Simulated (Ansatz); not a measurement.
Cells marked so need not be the phases stable at ambient conditions, and some may be hypothetical.

 Where the default PAW files enter, the runs use the earlier of Ansatz's two default sets.

The gap is the functional's own. No spin-orbit coupling. Mid-gap values are interpolated on the energy grid.

A. CaClF (P4/nmm, not sure to be the ambient phase, 6 atoms a cell, 17.1 Å³ an atom), along the normal of (110)
B. Be3N2 (P6_3/mmc, not sure to be the ambient phase, 10 atoms a cell, 6.8 Å³ an atom), along the normal of (110)
C. Tl$_{2}$SiF$_{6}$ (Fm-3m, not sure to be the ambient phase, 9 atoms a cell, 18.5 Å³ an atom, -3 GPa at this level), along the normal of (001)
D. TaAgO₃ (R-3c, not sure to be the ambient phase, 10 atoms a cell, 12.5 Å³ an atom, -7 GPa at this level), along the normal of (001)

**Question.** Rank these by mid-gap decay constant of the slowest evanescent state (highest first), as Ansatz (an electronic-structure program) with r2SCAN gives it.

**Answer.** A (0.44 1/Å), C (0.39 1/Å), B (0.34 1/Å), D (0.28 1/Å)
